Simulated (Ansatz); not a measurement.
KF (Pm-3m, No. 221, 2 atoms in the cell; start mp-8454; a measured phase of this formula has another space group), treated with dielectric-dependent PBEsol hybrid (Ansatz, an electronic-structure program, PAW).

Numerical settings: plane-wave cutoff 460 eV, 8×8×8 k mesh, Fermi–Dirac smearing 0.01 eV, scalar-relativistic PAW data made under PBE.

The cell is the one relaxed with PBEsol. Conventional cell: a = 3.1760 Å, b = 3.1760 Å, c = 3.1760 Å, α = 90.00°, β = 90.00°, γ = 90.00°.

```yaml
crystal:
  lattice:
    - [3.17602, 0.00000, 0.00000]
    - [0.00000, 3.17602, 0.00000]
    - [0.00000, 0.00000, 3.17602]
  atoms:
    - { symbol: K, position: [0.00000, 0.00000, 0.00000] }
    - { symbol: F, position: [0.50000, 0.50000, 0.50000] }
```

### Question
List the 8 lowest band energies at Γ above −25 eV (eV, relative to the valence band maximum), grouping those that round alike.

### Answer
At Γ: -21.68, -9.85 (×3), -0.02 (×3), 11.95.

Note: the run warned that its exchange threshold was loose for the stress; cell and atoms aren't relaxed at this level (pressure -1.4 GPa).

A start named mp-… is a Materials Project structure, which need not be a measured phase.
